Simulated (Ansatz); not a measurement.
Consider GaSb in the zinc blende structure (space group F-43m, No. 216; a = 6.132 Å). Axes: x, y, z lie along the cube axes.

Method: plane-wave PAW DFT at the r2SCAN level (Ansatz, an electronic-structure program, 500 eV), no spin-orbit coupling.

The change: uniaxial strain ε_zz = −2.00 %, all other strain components held at zero; the atoms relax in the strained cell.

Question: Predict the stress tensor and what it implies for the stiffness.

Answer: Stress of the strained cell less that of the base (GPa, compression positive):
```
   0.80    0.00    0.00
   0.00    0.80    0.00
   0.00    0.00    1.77
```

Then −Δσ_ii/ε with ε = -0.0200 gives secant stiffness values (nonlinear terms included at this strain): C33 ≈ 89 GPa, C13 ≈ 40 GPa and C23 ≈ 40 GPa.

Stability against distortions was not tested.
